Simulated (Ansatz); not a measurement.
C11b WSi2 was calculated with PBE-D4 (Ansatz, a first-principles code, PAW).

Settings: plane-wave cutoff 520 eV, 24×24×24 k mesh, Fermi–Dirac smearing 0.05 eV, no spin polarisation, scalar-relativistic PAW data made under PBE.

Response to compression and expansion:

Shape and atoms are relaxed at each volume.

```csv
V (Å³/atom),P (GPa),c (Å),a (Å)
12.770,10.38,7.718,3.151
13.036,4.91,7.763,3.174
13.302,-0.01,7.807,3.197
13.568,-4.43,7.851,3.220
13.834,-8.39,7.895,3.242
```

Note: the bulk modulus comes from volumes at which shape and atoms were relaxed.
